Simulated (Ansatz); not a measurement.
Consider TiO₂ in the rutile structure (space group P4_2/mnm, No. 136).

TiO2 has the tetragonal space group P4₂/mnm (No. 136), the rutile structure, Pearson symbol tP6. Cell: a = 4.548 Å, b = 4.548 Å, c = 2.917 Å, α = 90.00°, β = 90.00°, γ = 90.00°. Ti on 2a is coordinated by 6 O at 1.928–1.955 Å (octahedral). O on 4f is surrounded by 3 Ti at 1.928–1.955 Å (trigonal planar). (Neighbours: up to the widest gap in distance over summed covalent radii, below 1.35, at either atom; cation-cation and far metal-metal contacts left out.)

The values are results of LDA (Ansatz, a quantum-chemistry and plane-wave program; PAW; 420 eV plane waves; without spin-orbit coupling), not measurements.

Strains are applied to the cell and any free atomic positions relax.

One change was made to it. Results:

The energy rises by 11 meV/atom; the electron mass goes from 0.52 mₑ along c, 1.1 mₑ across (at Γ) to 0.49 mₑ along c, 1.0 mₑ across (at Γ); the band gap goes up by 0.04 eV, from 1.86 eV to 1.90 eV.

**Question.** Which change produced these results?
A) isotropic strain −2.40 %
B) isotropic strain −1.20 %
C) isotropic strain −1.80 %
D) isotropic strain −3.00 %

**Answer.** B, isotropic strain −1.20 %. For comparison, the energy relative to the base in the other runs: isotropic strain −3.00 % gives +71 meV/atom; isotropic strain −2.40 % gives +44 meV/atom; isotropic strain −1.80 % gives +24 meV/atom.

Effective masses come from finite differences of ±0.01 Å⁻¹. Whether these cells are dynamically stable was not tested. All final runs are without spin polarisation.
